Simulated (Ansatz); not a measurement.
Results of rVV10 in Ansatz (plane waves, PAW) for CsCl-type CoAl.

Numerical settings: plane-wave cutoff 520 eV, 20×20×20 k mesh, Fermi–Dirac smearing 0.05 eV, no spin polarisation, scalar-relativistic PAW data made under PBE.

Energies at three volumes about the minimum:

```tsv
V (Å³/atom)	E − E_lowest (meV/atom)
11.441	2.70
11.674	0.00
11.908	2.51
```

Problem. Fit a parabola by hand: where is the minimum, what lattice constant follows, and what is the bulk modulus?

Solution. Slopes: (0.00 − 2.70)/(11.674 − 11.441) = -11.588 and (2.51 − 0.00)/(11.908 − 11.674) = 10.726 meV/Å³. Curvature E″ = 2 × (10.726 − (-11.588))/(11.908 − 11.441) = 95.563 meV/Å⁶. From the middle of the first interval, the slope vanishes at V0 = 11.5575 − (-11.588)/95.563 = 11.679 Å³/atom. B = V0 E″ = 11.679 × 95.563 meV/Å³ × 0.1602 GPa per meV/Å³ = 179 GPa. With 2 atoms in the cube, a = (2 × 11.679)^(1/3) = 2.859 Å. The full Birch–Murnaghan fit to all volumes gives V0 = 11.674 Å³/atom and B0 = 179 GPa.

Measured, for comparison: bulk modulus 162 GPa, lattice constant a 2.861 Å (room temperature, no zero-point or thermal correction; as tabulated in Yamada et al. (2019), arXiv:1910.09660). Computed (rounded) less measured: bulk modulus +10 %.

Ansatz is a program for electronic structure.
